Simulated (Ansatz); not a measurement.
## MgSe, response to strain

Take MgSe in the rock salt structure (space group Fm-3m, No. 225; a = 5.472 Å) as the base. Axes: x, y, z lie along the cube axes.

Strains are applied to the cell and any free atomic positions relax; under biaxial strain the out-of-plane vector relaxes too.

Computed with r2SCAN, PAW, 500 eV (Ansatz, a first-principles code; no spin-orbit coupling).

Candidates:
(a) isotropic strain −1.32 %
(b) biaxial strain +1.48 %, plane normal [001], relaxed out of plane
(c) strain tensor (xx, yy, zz, yz, xz, xy) = (−0.11, +0.88, +1.26, +0.52, +0.92, +0.81) %
(d) isotropic strain −4.33 %
(e) biaxial strain +2.17 %, plane normal [111], relaxed out of plane

For the base:

```
Quantity    Value
--------  -------
Band gap  2.48 eV
```

### Question
Order them by band gap, lowest first.

### Answer
(e) biaxial strain +2.17 %, plane normal [111], relaxed out of plane (2.21 eV), (c) strain tensor (xx, yy, zz, yz, xz, xy) = (−0.11, +0.88, +1.26, +0.52, +0.92, +0.81) % (2.31 eV), (b) biaxial strain +1.48 %, plane normal [001], relaxed out of plane (2.34 eV), (a) isotropic strain −1.32 % (2.55 eV), (d) isotropic strain −4.33 % (2.70 eV)

Stability against distortions was not tested.
